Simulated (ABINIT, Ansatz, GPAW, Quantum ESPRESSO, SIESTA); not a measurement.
# Ni₃Hg (Pm-3m, 4 atoms in the cell) computed with different codes at matched settings

Self-consistent single point.

```
CELL_PARAMETERS angstrom
      3.74491     0.00000     0.00000
      0.00000     3.74491     0.00000
      0.00000     0.00000     3.74491
ATOMIC_POSITIONS crystal
  Ni 0.00000 0.50000 0.50000
  Ni 0.50000 0.00000 0.50000
  Ni 0.50000 0.50000 0.00000
  Hg 0.00000 0.00000 0.00000
```
Moments meant for the start (each program seeds them in its own way; μB, in the order of the atoms Ni Ni Ni Hg): 2.0 2.0 2.0 0.0.

Shared settings, as Ansatz (an electronic-structure program) writes them: kpoints.mp_grid.grid = 3 3 3; scf.occupations.method = fermi_dirac; scf.occupations.width = 0.1 eV. Potentials and cutoffs stand in the table.

| code | model | pressure (GPa) | cutoff |
|---|---|---|---|
| Quantum ESPRESSO | PBEsol, GBRV 1.5 ultrasoft (PBESOL) pseudopotentials | -8.32 | 50 Ry |
| Ansatz | PBEsol, PAW files made with PBE | -8.41 | 420 eV |
| SIESTA | GGA PBEsol, numerical atomic orbitals DZP, PseudoDojo PBEsol standard norm-conserving potentials (rewritten from UPF to PSML) | -12.70 | grid 400 Ry |
| GPAW | PBEsol, GPAW PAW datasets PBEsol (made by gpaw-setup) | -6.67 | 850 eV |
| ABINIT | PBEsol, norm-conserving pseudopotentials (PseudoDojo nc-sr-04 PBEsol standard) | -8.53 | 1333 eV |

On Ansatz's run: spin-orbit coupling is off. The starting moments vanished: the run ended non-magnetic, which need not be the lowest state. The program warned that a starting moment was not kept.

The spread over the programs that give each value: pressure within 6.03 GPa.

SIESTA uses small atom-centred bases, whose incompleteness enters pressures, forces and empty levels differently from a plane-wave cutoff. Ansatz's pressure is given at a fixed set of plane waves, as the other plane-wave codes print theirs; with its correction for the finite basis it is -8.34 GPa. In the pressure, SIESTA (by 4.33) and GPAW (by 1.70) lie more than 1 GPa from the median of the plane-wave programs.

On the base mesh (9 9 9) the same programs gave: Ansatz pressure -7.46 GPa; Quantum ESPRESSO pressure -7.26 GPa; ABINIT pressure -7.51 GPa; GPAW pressure -5.72 GPa; SIESTA pressure -11.64 GPa.

The values differ from the base mesh's, so the mesh still matters here: the table compares the programs at equal settings.

The starting cell comes from a database of computed structures (which also holds hypothetical and non-ambient phases and stackings), without a prior relaxation at this level.

Left out of this page: Elk (not drawn, or without a comparable value).

Keys are those of Ansatz 0.2.
